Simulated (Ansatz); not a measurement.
Take GaSb in the zinc blende structure (space group F-43m, No. 216; a = 6.0488 Å) as the base. Axes: x, y, z lie along the cube axes.

Computed with LDA in Ansatz (plane waves to 420 eV, PAW, no spin-orbit coupling).

For the base:

Pressure: 0.00 GPa

Now apply this change: tensile biaxial strain of 3.00 % in the plane normal to [001], as in epitaxy on a mismatched substrate; the out-of-plane cell vector and the atoms relax.

Q: How does this affect the pressure and ratio −ε⊥/ε∥?

A: The pressure (mean of the normal stresses, compression positive) goes from zero to -1.60 GPa; the ratio −ε⊥/ε∥ amounts to 0.94.

Whether these cells are dynamically stable was not tested.

Ansatz is a quantum-chemistry and plane-wave program.
